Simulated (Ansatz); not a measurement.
## A computed series for TiAl: response to strain

Consider TiAl (space group P4/mmm, No. 123; a = 2.8241 Å, c = 4.0748 Å; relaxed with 0.1 eV smearing). Axes: x, y, z lie along a, b, c of the conventional cell.

Strains are applied to the cell and any free atomic positions relax; under biaxial strain the out-of-plane vector relaxes too.

The values are results of PBE (Ansatz, a quantum-chemistry and plane-wave program, PAW, scalar-relativistic without spin-orbit coupling), not measurements.

Candidates:
(a) biaxial strain −2.00 %, plane normal [001], relaxed out of plane
(b) biaxial strain −0.50 %, plane normal [001], relaxed out of plane
(c) biaxial strain +3.00 %, plane normal [001], relaxed out of plane
(d) biaxial strain +1.50 %, plane normal [001], relaxed out of plane

Q: Order them by out-of-plane strain, lowest first.

A: (c) biaxial strain +3.00 %, plane normal [001], relaxed out of plane (-3.34 %), (d) biaxial strain +1.50 %, plane normal [001], relaxed out of plane (-1.56 %), (b) biaxial strain −0.50 %, plane normal [001], relaxed out of plane (+0.49 %), (a) biaxial strain −2.00 %, plane normal [001], relaxed out of plane (+1.96 %)

Whether these cells are dynamically stable was not tested. The final runs are not spin-polarised.
